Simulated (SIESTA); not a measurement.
A relaxation of cell and atoms of Na3Cd (Fm-3m, 4 atoms in the cell) with SIESTA.

Method: LDA PW92, numerical atomic orbitals DZP, PseudoDojo LDA standard norm-conserving potentials (rewritten from UPF to PSML) (SIESTA 5.4.2).

```yaml
crystal:
  lattice:
    - [0.00000, 3.87624, 3.87624]
    - [3.87624, 0.00000, 3.87624]
    - [3.87624, 3.87624, 0.00000]
  atoms:
    - { symbol: Na, position: [0.25000, 0.25000, 0.25000] }
    - { symbol: Na, position: [0.75000, 0.75000, 0.75000] }
    - { symbol: Na, position: [0.50000, 0.50000, 0.50000] }
    - { symbol: Cd, position: [0.00000, 0.00000, 0.00000] }
```

Reference input (self-consistent single point, DFT, LDA PW92, numerical atomic orbitals DZP, PseudoDojo LDA standard norm-conserving potentials (rewritten from UPF to PSML)): XC.functional = LDA; XC.authors = PW92; potentials = PseudoDojo LDA standard; PAO.BasisSize = DZP; PAO.EnergyShift = 0.01 Ry; MeshCutoff = 400 Ry; kgrid.MonkhorstPack = 10 10 10; OccupationFunction = FD; ElectronicTemperature = 100 meV; MaxSCFIterations = 150; SCF.Mixer.Method = Pulay; SCF.Mixer.Weight = 0.2. This run's input differs from it in these lines:

```diff
@@ -43,2 +43,7 @@
 Diag.ParallelOverK           true
+MD.TypeOfRun                 FIRE
+MD.Steps                     40
+MD.MaxForceTol               0.02 eV/Ang
+MD.VariableCell              true
+MD.MaxStressTol              0.05 GPa
 WriteForces                  true
```

Output (repeated stretches shortened):

```
        iscf     Eharris(eV)        E_KS(eV)     FreeEng(eV)     dDmax    Ef(eV) dHmax(eV)
   scf:    1    -8478.847504    -8486.777858    -8486.834332  1.054298 -3.133114 12.967370
   scf:    2    -8490.701206    -8488.994669    -8489.051263  0.332816 -3.245818  5.961794
   scf:    3    -8489.885963    -8489.566264    -8489.622922  0.205832 -3.344557  1.281722
   scf:    4    -8489.539604    -8489.568791    -8489.625169  0.085339 -3.404291  1.214079
   scf:    5    -8489.580812    -8489.587261    -8489.643440  0.065382 -3.384805  0.506110
   scf:    6    -8489.592954    -8489.590856    -8489.647150  0.013352 -3.395475  0.088040
   scf:    7    -8489.590693    -8489.590892    -8489.647172  0.007209 -3.396678  0.075850
   scf:    8    -8489.590999    -8489.590972    -8489.647269  0.003627 -3.396899  0.001687
mix: Pulay -- inversion failed, > SVD [rank/size] 5 / 7
   scf:    9    -8489.590973    -8489.590973    -8489.647269  0.000246 -3.396912  0.003689
   scf:   10    -8489.590974    -8489.590973    -8489.647269  0.000127 -3.396862  0.000056
mix: Pulay -- inversion failed, > SVD [rank/size] 4 / 7
   scf:   11    -8489.590973    -8489.590973    -8489.647269  0.000001 -3.396863  0.000003
SCF Convergence by DM+H criterion
max |DM_out - DM_in|         :     0.0000012777
max |H_out - H_in|      (eV) :     0.0000026101
SCF cycle converged after 11 iterations

Using DM_out to compute the final energy and forces

siesta: E_KS(eV) =            -8489.5910

siesta: E_KS - E_eggbox =     -8489.5910

siesta: Atomic forces (eV/Ang):
     1   -0.000000   -0.000000   -0.000000
     2   -0.000000   -0.000000   -0.000000
     3    0.000000    0.000000    0.000000
     4    0.000000    0.000000    0.000000
   Tot   -0.000000   -0.000000   -0.000000
   Max    0.000000
   Res    0.000000    sqrt( Sum f_i^2 / 3N )
   Max    0.000000    constrained

Stress tensor Voigt[x,y,z,yz,xz,xy] (kbar):       12.29       12.29       12.29       -0.00       -0.00       -0.00
(Free)E + p*V (eV/cell)    -8490.5411
   [... lines left out ...]
siesta: Pressure (static):        -12.29442935  kBar
siesta: Pressure (total):        -12.29442935  kBar
No target stress found, assuming hydrostatic MD.TargetPressure.
Target stress (kBar)
outcell: Cell volume (Ang**3)        :    108.1616
        iscf     Eharris(eV)        E_KS(eV)     FreeEng(eV)     dDmax    Ef(eV) dHmax(eV)
siesta: Pressure (static):          0.31298702  kBar
siesta: Pressure (total):          0.31298702  kBar
outcell: Cell volume (Ang**3)        :    108.1616
siesta: FreeEng =     -8489.679290
   [... lines left out ...]
              0.223   1.991   1.991   1.974   1.991   1.974  -0.018  -0.018

             -0.001  -0.018  -0.001

mulliken: Qtot =       47.000

Mulliken Atomic Populations:
Atom #   charge [q] valence [e]  Species
     1    -0.153964    9.153964  Na
     2    -0.153964    9.153964  Na
     3    -0.048941    9.048941  Na
     4     0.356869   19.643131  Cd
 Total    -0.000000
```

The run converged. 

Summary of the result:
- Free energy E − TS: -8489.6793 eV
- Fermi level (on the code's own zero): -3.44 eV
- Pressure: 0.03 GPa
- Final cell: a = b = c = 5.3481 Å, α = β = γ = 60.00°
- Final volume per atom: 27.04 Å³
- Relaxation steps: 20

The starting cell comes from a database of computed structures (which also holds hypothetical and non-ambient phases and stackings), without a prior relaxation at this level. Values carry the incompleteness of an atom-centred basis.

Cost on one core of a shared machine: roughly 6 min.
